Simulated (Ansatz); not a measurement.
# Ga2O3 under a change: isotropic strain −0.75 %

Take Ga2O3 in the corundum structure (space group R-3c, No. 167; a = 4.950 Å, c = 13.306 Å (hexagonal axes)) as the base.

Perturbation: an isotropic linear strain of −0.75 %, atoms relaxed at fixed cell.

Level of theory: LDA/PAW in Ansatz (an electronic-structure program), without spin-orbit coupling. Settings: 8×8×8 k-points, 0.05 eV Fermi–Dirac smearing.

* **Volume per atom**: 9.20 Å³ (base 9.41 Å³)
* **Space group**: R-3c (No. 167) (base R-3c (No. 167))
* **Shortest interatomic distance**: 1.896 Å (base 1.911 Å)
* **Energy relative to the base (free energy F)**: +3.7 meV/atom
* **Pressure (mean of the normal stresses, compression positive)**: 5.70 GPa (base 0.00 GPa)
* **Band gap**: 3.29 eV (base 3.04 eV)
* **Gap character**: indirect, Γ–S₀ (50 % along) → Γ (base indirect, Γ–S₀ (50 % along) → Γ)
* **Smallest direct gap**: 3.58 eV (base 3.31 eV)
* **Mean gap deformation potential ΔEg/Δln V**: -11.2 eV
* **Width of the top valence band**: 0.48 eV (base 0.47 eV)
* **Electron mass**: 0.26 mₑ (at Γ) (base 0.24 mₑ (at Γ))

Final structure:

```xyz
10
Lattice="2.4564 1.4182 4.4020 -2.4564 1.4182 4.4020 0.0000 -2.8364 4.4020" Properties=species:S:1:pos:R:3 pbc="T T T"
Ga     0.0000     0.0000     8.5073
Ga     0.0000     0.0000     1.9043
Ga     0.0000     0.0000     4.6986
Ga     0.0000     0.0000    11.3016
O      0.7438     1.5481     5.5025
O     -1.7126    -0.1298     5.5025
O     -0.7438    -1.5481     7.7035
O     -0.9687     1.4182     7.7035
O      1.7126     0.1298     7.7035
O      0.9687    -1.4182     5.5025
```

Effective masses come from finite differences of ±0.01 Å⁻¹. Whether these cells are dynamically stable was not tested.
